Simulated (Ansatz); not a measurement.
Base system: BN in the wurtzite structure (space group P6_3mc, No. 186; a = 2.523 Å, c = 4.175 Å). Axes: x lies along a and z along c of the hexagonal cell.

All numbers come from LDA (Ansatz, a quantum-chemistry and plane-wave program, PAW, spin-orbit coupling left out).

The change: every lattice vector is stretched by 0.60 %; the atoms relax in the strained cell.

Question: Predict the stress tensor and what it implies for the stiffness.

Answer: Stress of the strained cell less that of the base (GPa, compression positive):
```
  -6.94    0.00    0.00
   0.00   -6.94    0.00
   0.00    0.00   -7.06
```

Then B = −ΔP/(ΔV/V₀) with ΔV/V₀ = 0.0181 gives secant stiffness values (nonlinear terms included at this strain): B (at held cell shape, above the free-shape value) ≈ 386 GPa.

Stability against distortions was not tested.
